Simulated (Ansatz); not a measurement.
An Ansatz (a program for electronic structure) input (PBEsol, PAW, 420 eV (Ansatz; no SOC)):

Ansatz 0.2 input:
```yaml
crystal:
  lattice:
    - [4.1462795321, 0, 0]
    - [0, 4.1462795321, 0]
    - [2.073139766, -2.073139766, 2.9610806519]
  atoms:
    - { symbol: S, position: [0, 0, 0] }
    - { symbol: Pb, position: [0.5, 0.5, 0] }
basis: { ecutwfc: 420, ecutrho_ratio: 4, xc_grid: 2, fft_grid_basis: typed }
kpoints: { mp_grid: { grid: [10, 10, 10] } }
hamiltonian:
  xc: pbesol
  dispersion: none
  pseudopotentials: { kind: paw }
scf: { occupations: { method: fermi_dirac, width: 0.05 } }
relax: { f_tol: 0.005, max_steps: 50, cell: { stress_tol: 0.01, fix: [a, b, gamma] } }
output: { forces: true, stress: true }
checkpoint: { write: state.ck, write_every: 1000 }
```

Which symmetry and how many k-points will the program report, and about how many plane waves at Γ?

Space group I4/mmm (ITA 139) with 16 operations, k-points 102 of 1000, and 965 plane waves at Γ.

And the final pressure?

0.73 GPa (compression positive).

The cells carry an imposed strain or load. Whether these cells are dynamically stable was not tested. The cell was made from PbS in the rock salt structure (space group Fm-3m, No. 225) by this change: biaxial strain −0.66 %, plane normal [001], relaxed out of plane.
